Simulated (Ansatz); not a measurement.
rock-salt TaC (1 1 1) on 3C silicon carbide (1 1 1) (film strained to the substrate, started from cuts of the bulks and a machine-learned relaxation; slabs C6Si6 and C4Ta4, which can lie off the formulas)

A periodic stack without vacuum, rock-salt TaC (1 1 1) on 3C silicon carbide (1 1 1) (film strained to the substrate, started from cuts of the bulks and a machine-learned relaxation; slabs C6Si6 and C4Ta4, which can lie off the formulas): substrate slab C6Si6, film C4Ta4, surface cells [[0, -1], [1, -1]] and [[1, 0], [0, 1]], film strained by -2.1 and -2.1 %, outermost planes Si/C and C/Ta as cut, which need not be the usual terminations and can put a slab off its formula.

The start was prepared with a machine-learned potential, and the result is one local minimum, with the in-plane cell held and forces under 0.04 eV/Å; the film can end far from its bulk form.

These are PBE (plane waves to 420 eV, PAW; Ansatz, a quantum-chemistry and plane-wave program) values and carry that method's errors. No spin–orbit coupling; the runs are not spin-polarised; PBE gaps are too small against experiment. Its k-point mesh 12×12×1, Fermi–Dirac width 0.05 eV.

* **interface area**: 8.3 Å²
* **period**: 26.11 Å
* **heights between the nearest atoms of the two slabs at the two interfaces**: 1.46 and 2.09 Å
* **Si–Ta contacts across the interfaces within 1.22 times the sum of covalent radii**: 3, mean 2.75 Å
* **C–Ta contacts across the interfaces within 1.22 times the sum of covalent radii**: 1, mean 2.74 Å
* **C–C contacts across the interfaces within 1.22 times the sum of covalent radii**: 1, mean 1.48 Å
* **estimate of the barrier**: withheld, since the two interfaces are unlike
* **slope of the mean potential energy in the substrate**: +6.6 MV/cm × e

```
CELL_PARAMETERS angstrom
      3.09723     0.00017    -0.01552
      1.54843     2.68197    -0.05345
      0.12824    -1.33527    26.14067
ATOMIC_POSITIONS crystal
  C  0.95074 0.06919 0.06533
  C  0.25158 0.46717 0.16168
  C  0.55267 0.86487 0.25858
  C  0.85378 0.26243 0.35543
  C  0.15496 0.65986 0.45228
  C  0.46069 0.04811 0.55045
  Si 0.62578 0.71920 0.04077
  Si 0.92610 0.11814 0.13808
  Si 0.22725 0.51576 0.23480
  Si 0.52839 0.91326 0.33158
  Si 0.82962 0.31055 0.42839
  Si 0.13558 0.69836 0.52515
  C  0.40474 0.15958 0.60653
  C  0.74103 0.48774 0.70988
  C  0.03676 0.89674 0.81178
  C  0.33643 0.29721 0.91242
  Ta 0.10849 0.75265 0.66087
  Ta 0.37995 0.21027 0.76113
  Ta 0.69020 0.58973 0.86126
  Ta 0.98435 0.00128 0.96055
```
